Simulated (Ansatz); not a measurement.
WSi (model structure, started from the NbAs type, I4₁md, No. 109, 4 atoms in the cell) was calculated with PBEsol (PAW; Ansatz, an electronic-structure program).

Input file:

Ansatz 0.2 input:
```yaml
crystal:
  lattice:
    - [-1.660239108, 1.660239108, 5.2640423421]
    - [1.660239108, -1.660239108, 5.2640423421]
    - [1.660239108, 1.660239108, -5.2640423421]
  atoms:
    - { symbol: W, position: [0.4952293739, 0.4952293739, 0.0] }
    - { symbol: W, position: [0.2452293739, 0.7452293739, 0.5] }
    - { symbol: Si, position: [0.9207706261, 0.9207706261, 0.0] }
    - { symbol: Si, position: [0.6707706261, 0.1707706261, 0.5] }
basis:
  ecutwfc: 520
  ecutrho_ratio: 4
  xc_grid: 2
kpoints:
  mp_grid: { grid: [24, 24, 24] }
hamiltonian:
  xc: pbesol
  dispersion: none
  pseudopotentials: { kind: paw }
scf:
  occupations: { method: fermi_dirac, width: 0.05 }
output:
  forces: true
  stress: true
  eigenvalues: true
relax:
  f_tol: 0.004
  escape_saddle: false
  max_steps: 80
  cell: { stress_tol: 0.02, fix: [volume] }
```

Excerpt of the program's output:

```
Relaxation: its limit of steps is 80 (relax.max_steps)
Crystal: 4 atoms, lattice volume = 58.039 Å³
Basis set: ecut = 520 eV, 1583 PW (Γ), FFT grids on a1+a3, a2+a3, a3, exchange–correlation on 50×50×90 points (8 copies of the dense FFT grid, shifted against one another)
Bands: 22, of which v1, the nominal top of the filled ones, is band 18 counted from 1 (17 counted from 0)
Symmetry: 8 space group operations
Space group: I41md (ITA 109), of the structure as read, at distance tolerance 3.9e-5 Å
k-points: 1063 of 13824 (time reversal used)
Functional: x = pbesol(κ = 0.804, μ = 0.12345679012345678), c = pbesol(β = 0.046)
SCF iter   1: F=—  HF=-21756.728293 eV  |F-HF|=—  |Δ(HF+E_count)|=         —  Δρ=7.85e-3  dr2=1.87e-2
SCF iter   2: F=—  HF=-21756.727328 eV  |F-HF|=—  |Δ(HF+E_count)|=   9.64e-4  Δρ=4.71e-3  dr2=7.26e-3
  ...
SCF 1 converged in 6 iterations: F = -21756.726539 eV  dr2 = 2.20e-9
Crystal: 4 atoms, lattice volume = 58.039 Å³
Initial density: handed on by an earlier stage of this run
SCF 2 converged in 6 iterations: F = -21756.726868 eV  dr2 = 6.01e-11
Crystal: 4 atoms, lattice volume = 58.039 Å³
SCF 3 converged in 6 iterations: F = -21756.727187 eV  dr2 = 3.40e-12
Crystal: 4 atoms, lattice volume = 58.039 Å³
SCF 4 converged in 6 iterations: F = -21756.727200 eV  dr2 = 4.07e-14
Crystal: 4 atoms, lattice volume = 58.039 Å³
SCF 5 converged in 6 iterations: F = -21756.727208 eV  dr2 = 1.11e-13
Crystal: 4 atoms, lattice volume = 58.039 Å³
SCF iter   6: F=-21756.727209 eV  HF=-21756.727209 eV  |F-HF|=0.00e0  |Δ(HF+E_count)|=  3.64e-12  Δρ=7.18e-10  dr2=1.73e-16
SCF iter   7: F=-21756.727209 eV  HF=-21756.727209 eV  |F-HF|=1.09e-11  |Δ(HF+E_count)|=  1.46e-11  Δρ=2.89e-10  dr2=2.45e-17
SCF 6 converged in 7 iterations: F = -21756.727209 eV  dr2 = 2.45e-17
SCF converged after 7 iterations
Free energy (F): -21756.727209 eV
Internal energy: -21756.722538 eV  (E = F + TS)
E sigma→0 (E₀):  -21756.724873 eV
Fermi energy:    16.829023 eV
--- Forces (eV/Å), atoms counted from 1 ---
  atom   1  W     -0.00000000     0.00000000    -0.00007746
  atom   2  W      0.00000000     0.00000000    -0.00007746
  atom   3  Si     0.00000000    -0.00000000     0.00007745
  atom   4  Si     0.00000000    -0.00000000     0.00007745
--- Stress (GPa, compression-positive) ---
        4.780069       0.000000      -0.000000
        0.000000       4.780069      -0.000000
       -0.000000       0.000000       4.776717
  P = ⅓ Tr σ = 4.7790 GPa (47.790 kbar)
```

The cell is one volume of an energy–volume scan, off the minimum.

The PAW data were made under PBE.

Note: the run has no spin polarisation, so it can have missed a magnetic state. Note: the relaxation could raise the start's symmetry but not lower it, so the cell can be a saddle point.

A model structure was made by putting elements into a prototype or built by hand; it is no filed structure, need not be a known phase, and can be a saddle point held by its symmetry.
